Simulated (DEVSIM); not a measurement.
System: illuminated Ge p-on-n cell, one wavelength, with a back-surface field, at 300 K.

Layer 1 from the left is Ge, thickness (μm) 0.230, Na (cm⁻³) 1.6e18, τn (s) 1.4e-5, τp (s) 6.6e-7, absorption coefficient (cm⁻¹) 64000. Layer 2 from the left is Ge, thickness (μm) 27.0, Nd (cm⁻³) 6.8e15, τn (s) 6e-5, τp (s) 6e-5, absorption coefficient (cm⁻¹) 64000. Layer 3 from the left is Ge, thickness (μm) 0.220, Nd (cm⁻³) 3.4e18, τn (s) 6e-5, τp (s) 6e-5, absorption coefficient (cm⁻¹) 64000.

Left contact: ohmic, minority electron recombination velocity 1e6 cm/s. Right contact: ohmic, minority hole recombination velocity 7e6 cm/s. Voltage is applied to the left contact. Recombination: SRH at mid-gap, radiative, Auger. Light enters at the left, 1.9e17 photons cm⁻² s⁻¹, one pass, no reflection. Mobility is μmin + (μ − μmin)/(1 + (N/Nref)^α).

This is a model device: material constants are rounded textbook-type values typed into the input, and sizes, dopings and lifetimes were drawn at random. Values at 300 K.

Ge: gap (eV) 0.664, affinity (eV) 4, permittivity 16, Nc (cm⁻³) 1.04e19, Nv (cm⁻³) 6e18, μn (cm²/Vs) 3900, μp (cm²/Vs) 1900, μn,min 150, μp,min 100, Nref,n 2.6e17, Nref,p 4e17, αn 0.56, αp 0.6, B (cm³/s) 6.4e-14, Cn (cm⁶/s) 1e-31, Cp (cm⁶/s) 1e-31.

DEVSIM, 1D drift-diffusion, Boltzmann statistics, complete ionisation; no tunnelling, impact ionisation, image-force lowering or self-heating.

Dark forward current:

| |V| (V) | |J| (A/cm²) |
|---|---|
| 0.05 | 0.0002109 |
| 0.10 | 0.001669 |
| 0.15 | 0.01174 |
| 0.20 | 0.08129 |
| 0.25 | 0.5571 |
| 0.30 | 3.710 |
| 0.35 | 23.17 |
| 0.40 | 127.1 |
| 0.45 | 563.5 |
| 0.50 | 1911 |
| 0.55 | 5017 |

Question: Work out the local ideality factor n = ΔV / (kT/q · ln(J2/J1)) between the rows 0.15 and 0.20 V, 0.50 and 0.55 V.

Answer: kT/q = 25.85 mV. From 0.15 to 0.20 V: ln(0.08129/0.01174) = 1.935, n = 1.00, near the 1 of diffusion or emission over a barrier. From 0.50 to 0.55 V: ln(5017/1911) = 0.965, n = 2.00.

Question: What current could the absorbed light give at most, and what share is collected?

Answer: Σ αd = 176, so qΦ(1 − exp(−Σ αd)) = 30.4 mA/cm². The simulated short-circuit current is 24.14 mA/cm², a share of 0.79.

Question: Estimate the open-circuit voltage by superposition: the voltage at which the dark current equals that short-circuit current.

Answer: Interpolating ln J in the table gives 0.169 V. The simulation gives 0.169 V, the same within the digits that matter. Superposition holds where collection doesn't change with voltage.
